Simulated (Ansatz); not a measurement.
Base system: AlN in the wurtzite structure (space group P6_3mc, No. 186).

```yaml
crystal:
  lattice:
    - [3.08878, 0.00000, 0.00000]
    - [-1.54439, 2.67496, 0.00000]
    - [0.00000, 0.00000, 4.94326]
  atoms:
    - { symbol: Al, position: [0.33333, 0.66667, 0.00000] }
    - { symbol: Al, position: [0.66667, 0.33333, 0.50000] }
    - { symbol: N, position: [0.33333, 0.66667, 0.38200] }
    - { symbol: N, position: [0.66667, 0.33333, 0.88200] }
```

Cartesian axes are those of the cell as printed.

Method: Ansatz (a quantum-chemistry and plane-wave program), LDA, PAW, cutoff 420 eV, scalar-relativistic without spin-orbit coupling.

For the base:

```
Item                                   Value
---------------------  ---------------------
Band gap                             4.42 eV
Smallest direct gap                  4.42 eV
Valence-band top at Γ  0.00, -0.23, -0.23 eV
Gap character                    direct at Γ
```

One thing is altered: compressive biaxial strain of 3.00 % in the plane normal to [001], as in epitaxy on a mismatched substrate; the out-of-plane cell vector and the atoms relax.

Task: Estimate the effect on the in-plane stress, out-of-plane strain, band gap, smallest direct gap, valence-band top at Γ and gap character.

Result: The mean in-plane stress (compression positive) comes out as +15.9 GPa; the out-of-plane strain is +1.70 %; the band gap increases by 0.32 eV to 4.74 eV; the smallest direct gap rises by 0.388 eV to 4.80 eV; the valence-band top at Γ (three highest levels, from the VBM) goes from 0.00, -0.23, -0.23 eV to 0.00, 0.00, -0.24 eV; the gap character becomes indirect, Γ → K (base: direct at Γ).

No phonon test of stability was made.
